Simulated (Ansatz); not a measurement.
## Pressure series in hypothetical diamond Zr

The reference is Zr in the diamond structure (space group Fd-3m, No. 227; a hypothetical phase, not in the database extracts checked).

```xyz
2
Lattice="0.0000 3.0686 3.0686 3.0686 0.0000 3.0686 3.0686 3.0686 0.0000" Properties=species:S:1:pos:R:3 pbc="T T T"
Zr     1.5343     1.5343     1.5343
Zr     0.0000     0.0000     0.0000
```

Cell and atoms are relaxed at each pressure.

Level of theory: Ansatz (a program for electronic structure), PBEsol, PAW, cutoff 420 eV, without spin-orbit coupling.

Two rows of this table had their results exchanged by mistake.

```
pressure          volume per atom (Å³)  shortest distance (Å)  band gap
----------------  --------------------  ---------------------  --------
pressure −2 GPa                  30.55                  2.707      zero
pressure −1 GPa                  29.67                  2.681      zero
pressure 0.3 GPa                 28.67                  2.650      zero
pressure 0.7 GPa                 28.40                  2.642      zero
pressure 1.5 GPa                 24.78                  2.525      zero
pressure 3 GPa                   26.91                  2.595      zero
pressure 5 GPa                   25.79                  2.559      zero
pressure 7.5 GPa                 27.86                  2.625      zero
pressure 10 GPa                  23.90                  2.495      zero
```

Question: Which two?

Answer: The rows for pressure 1.5 GPa and pressure 7.5 GPa: the volume has to fall steadily with pressure, so 27.86 Å³ belongs to pressure 1.5 GPa and 24.78 Å³ to pressure 7.5 GPa.

Load acts through the strain it causes; cell and atoms are relaxed under it. Whether these cells are dynamically stable was not tested. No other phases were tried under pressure. The final runs are not spin-polarised. Zr has a high density of states at the Fermi level and may be magnetic at this level.
